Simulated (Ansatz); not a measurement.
The reference is LiTaO₃ (space group R3c, No. 161; a = 5.139 Å, c = 13.765 Å (hexagonal axes)).

All numbers come from PBEsol, PAW, 420 eV (Ansatz, a first-principles code; no spin-orbit coupling), earlier PAW set.

Base values:

| Item | Value |
|---|---|
| Space group | R3c (No. 161) |
| Volume per atom | 10.49 Å³ |
| Largest site moment | 0.00 μB |
| Magnetic state | not spin-polarised |

The change: every Li is replaced by Be, then cell and atoms are relaxed.

Problem. What happens to the space group?

Solution. The space group changes from R3c (No. 161) to R-3c (No. 167).

Problem. How does this affect the volume per atom?

Solution. The volume per atom falls by 0.506 Å³, from 10.49 Å³ to 9.99 Å³.

Problem. What happens to the largest site moment?

Solution. The largest site moment goes from zero to 0.42 μB.

Problem. What happens to the magnetic state?

Solution. The magnetic state goes from not spin-polarised to ferromagnetic.

The magnetic state is the one reached from the starting moments; the real material's order can differ, and small cells can't hold many antiferromagnetic ones. Whether these cells are dynamically stable was not tested. As relaxed here, TaBeO3 is a hypothetical phase, not in the database extracts checked. No Hubbard U is applied, and correlation can decide whether such a compound is a metal.
